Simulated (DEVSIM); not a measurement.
Device: illuminated Si p-on-n cell, one wavelength, at 350 K.

```
layer (left to right)  material  thickness (μm)  Nd (cm⁻³)  Na (cm⁻³)  τn (s)  τp (s)  absorption coefficient (cm⁻¹)
---------------------  --------  --------------  ---------  ---------  ------  ------  -----------------------------
1                            Si           0.780          -     3.7e18  1.2e-7  7.4e-8                            530
2                            Si            83.0     8.4e15          -  1.3e-6  1.3e-6                            530
```

Left contact: ohmic, minority electron recombination velocity 10 cm/s. Right contact: ohmic, minority hole recombination velocity 6e5 cm/s. Voltage is applied to the left contact. Recombination: SRH at mid-gap, radiative, Auger. Gap narrowing is on: ΔEg = 6.92 meV × (l + √(l² + 0.5)), l = ln(N/1.3e17 cm⁻³), shared equally by both band edges. Light enters at the left, 1.3e18 photons cm⁻² s⁻¹, one pass, no reflection. Mobility is constant in doping.

Constants are typed, rounded textbook-type inputs, not results; the design itself was drawn at random and stands for no fabricated device. Values at 300 K; Nc and Nv go as T^1.5, mobilities as T to minus their exponent, the gap by Varshni's rule with the affinity fixed.

```csv
parameter,Si
gap (eV),1.124
affinity (eV),4.05
permittivity,11.7
Nc (cm⁻³),2.86e19
Nv (cm⁻³),3.1e19
μn (cm²/Vs),1417
μp (cm²/Vs),470
T exponent of μn,2.3
T exponent of μp,2.2
B (cm³/s),4.7e-15
Cn (cm⁶/s),2.8e-31
Cp (cm⁶/s),9.9e-32
Varshni α (eV/K),0.000473
Varshni β (K),636
```

Simulated with DEVSIM: 1D drift-diffusion, Boltzmann statistics, complete ionisation; no tunnelling, impact ionisation, image-force lowering or self-heating.

The temperature was swept, all else fixed.

```csv
temperature (K),largest power (mW/cm²),share of generated pairs collected at short circuit,short-circuit current (mA/cm²),largest field in the device at zero bias (V/cm)
250,90.4,0.707,145,78000
300,72.0,0.690,142,86000
350,54.3,0.675,139,94000
400,37.7,0.660,136,100000
450,22.7,0.647,133,110000
500,10.2,0.639,132,120000
```

From the first row to the last the largest power goes from 90.4 to 10.2. From the first row to the last the share of generated pairs collected at short circuit goes from 0.707 to 0.639.
